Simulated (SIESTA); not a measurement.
Band structure of Be (P6_3/mmc, 4 atoms in the cell).

```yaml
crystal:
  lattice:
    - [2.32154, 0.00000, 0.00000]
    - [-1.16077, 2.01052, 0.00000]
    - [0.00000, 0.00000, 7.46958]
  atoms:
    - { symbol: Be, position: [0.00000, 0.00000, 0.00000] }
    - { symbol: Be, position: [0.00000, 0.00000, 0.50000] }
    - { symbol: Be, position: [0.33333, 0.66667, 0.25000] }
    - { symbol: Be, position: [0.66667, 0.33333, 0.75000] }
```

Method of the run: GGA PBE, numerical atomic orbitals DZP, PseudoDojo PBE standard norm-conserving potentials (rewritten from UPF to PSML) (SIESTA).

Settings: XC.functional = GGA; XC.authors = PBE; potentials = PseudoDojo PBE standard; PAO.BasisSize = DZP; PAO.EnergyShift = 0.005 Ry; MeshCutoff = 400 Ry; kgrid.MonkhorstPack = 16 16 5; OccupationFunction = MP; OccupationMPOrder = 0; ElectronicTemperature = 0.272 eV; PAO.Polarization.NonPerturbative = true; MaxSCFIterations = 150; SCF.Mixer.Method = Pulay; SCF.Mixer.Weight = 0.25.

The starting cell was generated: these elements placed on a structure prototype, without a prior relaxation; it need not be a known phase or ordering of this composition. Its lattice was rescaled by a random factor within 2.5 % of one. Values carry the incompleteness of an atom-centred basis.

Levels in eV from the Fermi level, bands 5 to 10:
```csv
point,5,6,7,8,9,10
Γ,-10.98,-8.94,-8.93,-4.38,0.69,10.31
M,-4.63,-3.83,-3.47,-2.62,1.48,1.58
K,-1.92,-1.92,-1.13,-0.96,-0.54,-0.54
A,-10.48,-10.48,-6.47,-6.47,8.86,8.86
L,-4.35,-4.35,-2.97,-2.97,2.15,2.15
H,-1.95,-1.95,-1.08,-1.08,-0.40,-0.40
```

Bands cross the Fermi level along this path, so the cell is metallic at this level.

Higher empty bands are left out: an atom-centred basis made for the valence describes them poorly.
